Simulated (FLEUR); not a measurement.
A self-consistent single point of CrO₂ (P4_2/mnm, 6 atoms in the cell) with FLEUR.

Computed with FLEUR with LDA (Perdew-Zunger), all-electron FLAPW (FLEUR), scalar-relativistic valence.

```xyz
6
Lattice="4.4515 0.0000 0.0000 0.0000 4.4515 0.0000 0.0000 0.0000 2.9419" Properties=species:S:1:pos:R:3 pbc="T T T"
Cr     0.0000     0.0000     1.4709
Cr     2.2258     2.2258     0.0000
O      0.8781     0.8781     0.0000
O      3.5734     3.5734     0.0000
O      1.3477     3.1039     1.4709
O      3.1039     1.3477     1.4709
```
Moments meant for the start (each program seeds them in its own way; μB, in the order of the atoms Cr Cr O O O O): 3.0 3.0 0.0 0.0 0.0 0.0.

Reference input (self-consistent single point, DFT, PBE, all-electron FLAPW (FLEUR), scalar-relativistic valence): Kmax = 4.7 1/bohr; GmaxXC = 18.8 1/bohr; xcFunctional = pbe; jspins = 2; l_soc = F; mode = hist; fermiSmearingEnergy = 0.00367493 Htr; mesh (inpgen div1-3) = 5 5 7; inpgen gamma flag = false; Gmax = 18.8 1/bohr; numbands = 0; maxIterBroyd = 25. This run's input differs from it in these lines:

```diff
@@ -18,2 +18,3 @@
 &comp jspins=2 /
+&exco xctyp='pz' /
 &kpt div1=5 div2=5 div3=7 /
@@ -30,3 +31,3 @@
       <coreElectrons ctail="T" frcor="F" kcrel="0" coretail_lmax="0"/>
-      <xcFunctional name="pbe" relativisticCorrections="F"/>
+      <xcFunctional name="pz" relativisticCorrections="F"/>
       <magnetism jspins="2"/>
```

Output (repeated stretches shortened):

```
 Iteration:     1   Distance:      50.68114650 me/bohr^3
 Iteration:     2   Distance:      42.25950300 me/bohr^3
 Iteration:     3   Distance:      23.66562152 me/bohr^3
 Iteration:     4   Distance:      27.00898518 me/bohr^3
 Iteration:     5   Distance:      16.96857586 me/bohr^3
   [... 13 lines left out ...]
 Iteration:    19   Distance:       0.00010941 me/bohr^3
 Iteration:    20   Distance:       0.00008475 me/bohr^3
 Iteration:    21   Distance:       0.00007072 me/bohr^3
 Iteration:    22   Distance:       0.00000299 me/bohr^3
 Reset of history
 Run finished successfully
 Stop message:
   Structural relaxation: new displacements generated

[file out, last iteration]
             iter=     23
[...]
          total density-effective poten   -3.7890135681E+03
          total charge density-energy d   -1.2552132251E+02
 Updated energy parameters for spin:           1
 Updated energy parameters for spin:           2
[...]
 fermi energy and band-weighting factors:

[...]
FERMIE:
          first approx. to ef    (T=0)  :   0.275615 htr   (energy of the highest occ. eigenvalue)
          number of occ. states  (T=0)  :       1250
          first approx. to seigv (T=0)  : -24.655912 htr
          sum of weights of occ. states :  52.017143
          sum of semicore charge        :   0.000000 e
FERHIS:  Fermi-Energy by histogram:
          bandgap                     :   0.000192 htr
   [... lines left out ...]
          charge neutrality (T=0)     :   0.017143    (zero if the highest occ. eigenvalue is "entirely" occupied)
     EF_NEWTON:  Adjust Fermi-Energy by Newton-Method.
 Direct bandgap for spin            1 :    5.9290927749762745E-003  Htr
 Direct bandgap for spin            2 :    5.3214336849481236E-002  Htr
 ---->    free energy=                     -2397.0249367206 htr
   [... lines left out ...]
SPIN-2 FORCE FOR ATOM TYPE=  2  X=  1.659   Y=  1.659   Z=  0.000      FX_SP =-0.003177 FY_SP =-0.003177 FZ_SP = 0.000000
 ***** TOTAL FORCES ON ATOMS *****
 TOTAL FORCE FOR ATOM TYPE=  1  X=  0.000   Y=  0.000   Z=  2.780
                       FX_TOT= 0.000000 FY_TOT= 0.000000 FZ_TOT= 0.000000
 TOTAL FORCE FOR ATOM TYPE=  2  X=  1.659   Y=  1.659   Z=  0.000
                       FX_TOT=-0.004078 FY_TOT=-0.004078 FZ_TOT= 0.000000
```

The run converged in 22 iterations. FLEUR gives forces in its relaxation mode, with a further iteration, so its stop message speaks of a relaxation. Against the reference run the largest force goes from 0.175 to 0.297 eV/Å and the size of the net moment stays at 0.67 μB/atom.

The starting cell comes from a database of computed structures (which also holds hypothetical and non-ambient phases and stackings), without a prior relaxation at this level. Its lattice was rescaled by a random factor within 2.5 % of one. The magnetic order is the one reached from the typed start; others were not searched systematically. Values depend on the basis (sphere radii, cutoffs, local orbitals), which need not be converged. The log's line on a gap gives a spacing of levels on this mesh, which the program prints for metals too.

Cost on one core of a shared machine: roughly 3 min.
